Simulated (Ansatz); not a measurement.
## Si, pressure series

The parent structure is Si (space group Pm-3n, No. 223; a model cell, its experimental status unchecked).

```yaml
crystal:
  lattice:
    - [4.86633, 0.00000, 0.00000]
    - [0.00000, 4.86633, 0.00000]
    - [0.00000, 0.00000, 4.86633]
  atoms:
    - { symbol: Si, position: [0.25000, 0.00000, 0.50000] }
    - { symbol: Si, position: [0.75000, 0.00000, 0.50000] }
    - { symbol: Si, position: [0.00000, 0.50000, 0.25000] }
    - { symbol: Si, position: [0.00000, 0.50000, 0.75000] }
    - { symbol: Si, position: [0.50000, 0.25000, 0.00000] }
    - { symbol: Si, position: [0.50000, 0.75000, 0.00000] }
    - { symbol: Si, position: [0.00000, 0.00000, 0.00000] }
    - { symbol: Si, position: [0.50000, 0.50000, 0.50000] }
```

Cell and atoms are relaxed at each pressure.

Calculations: PBEsol/PAW in Ansatz (a quantum-chemistry and plane-wave program), no spin-orbit coupling.

```csv
pressure (GPa),volume per atom (Å³/atom)
-2,14.736
-1,14.565
0,14.405
0.3,?
0.7,14.298
1.5,14.179
5,13.716
7.5,13.428
10,13.167
```

Task: Fit the third-order Birch–Murnaghan form P(V) = (3B₀/2)[(V₀/V)^(7/3) − (V₀/V)^(5/3)]·[1 + (3/4)(B₀′ − 4)((V₀/V)^(2/3) − 1)] (squares taken in P) to the rows shown and predict the withheld row.

Result: Least squares on the printed values gives V₀ = 14.405 Å³/atom, B₀ = 92.2 GPa, B₀′ = 4.2; this predicts 14.358 Å³/atom, and the run gives 14.358 Å³/atom, in agreement.

Load acts through the strain it causes; cell and atoms are relaxed under it. Stability against distortions was not tested. Competing high-pressure phases were not computed. This is not the structure that Si has at room temperature and ambient pressure.
